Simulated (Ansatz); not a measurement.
The starting structures come from a database of crystals and need not be the phases stable at ambient conditions.

Inside the gap of an insulator the Bloch states are evanescent, with a wavenumber k + iκ along the transport direction.

Given:

```yaml
crystal:
  lattice:
    - [3.77778, 0.00000, 0.00000]
    - [0.00000, 3.77778, 0.00000]
    - [1.88889, 1.88889, 2.72581]
  atoms:
    - { symbol: Ga, position: [0.00000, 0.00000, 0.00000] }
    - { symbol: P, position: [0.75000, 0.25000, 0.50000] }
```

The cell is strained (lengths across the current scaled by 0.98, ions clamped); by r2SCAN it stands under a pressure of 3.9 GPa.

Transport runs along the normal of the first two printed cell vectors, the (001) (indices of the unstrained crystal) plane of the conventional cell.

The gap is the functional's own, uncorrected, and κ follows it; spin-orbit coupling is left out. Mid-gap means the computed energy nearest the middle.

**Question.** Predict the band gap and the smallest decay constant κ at mid-gap from r2SCAN run with Ansatz (a quantum-chemistry and plane-wave program).

**Answer.** Gap 1.67 eV on a 12×12×12 mesh; κ = 0.152 1/Å, at the zone centre.
